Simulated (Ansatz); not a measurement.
The structure below was relaxed with r2SCAN/PAW in Ansatz (a quantum-chemistry and plane-wave program), scalar-relativistic without spin-orbit coupling.

```yaml
crystal:
  lattice:
    - [-3.31027, 3.31027, 6.35728]
    - [3.31027, -3.31027, 6.35728]
    - [3.31027, 3.31027, -6.35728]
  atoms:
    - { symbol: Cd, position: [0.75000, 0.25000, 0.50000] }
    - { symbol: Cd, position: [0.00000, 0.00000, 0.00000] }
    - { symbol: Ge, position: [0.25000, 0.75000, 0.50000] }
    - { symbol: Ge, position: [0.50000, 0.50000, 0.00000] }
    - { symbol: Bi, position: [0.14281, 0.12500, 0.51781] }
    - { symbol: Bi, position: [0.60719, 0.62500, 0.48219] }
    - { symbol: Bi, position: [0.37500, 0.85719, 0.98219] }
    - { symbol: Bi, position: [0.87500, 0.39281, 0.01781] }
```

**Question.** Find the space group and the Wyckoff positions.

**Answer.** Space group I-42d (No. 122); a = b = 6.6205 Å, c = 12.7146 Å, α = β = γ = 90.00°

```csv
atom,site,symmetry,x,y,z
Cd,4a,-4..,0.0000,0.0000,0.0000
Ge,4b,-4..,0.0000,0.0000,0.5000
Bi,8d,.2.,0.2500,0.2322,0.3750
```

**Question.** Describe the coordination.

**Answer.** The crystal has 16 atoms in its conventional cell. Cell: a = b = 6.621 Å, c = 12.715 Å, α = β = γ = 90.00°. Cd is surrounded by 4 Bi at 2.900 Å (tetrahedral). Ge is coordinated by 4 Bi at 2.762 Å (tetrahedral). Bi sees 2 Ge at 2.762 Å and 2 Cd at 2.900 Å (tetrahedral). (Neighbours: up to the widest gap in distance over summed covalent radii, below 1.35, at either atom; cation-cation and far metal-metal contacts left out.)

Spin-orbit coupling, missing from the scalar runs, can matter with Bi. No phonon test of stability was made. All final runs are without spin polarisation. The cell was made from CdGeAs2 by this change: As → Bi; the result is a hypothetical phase, not in the database extracts checked.
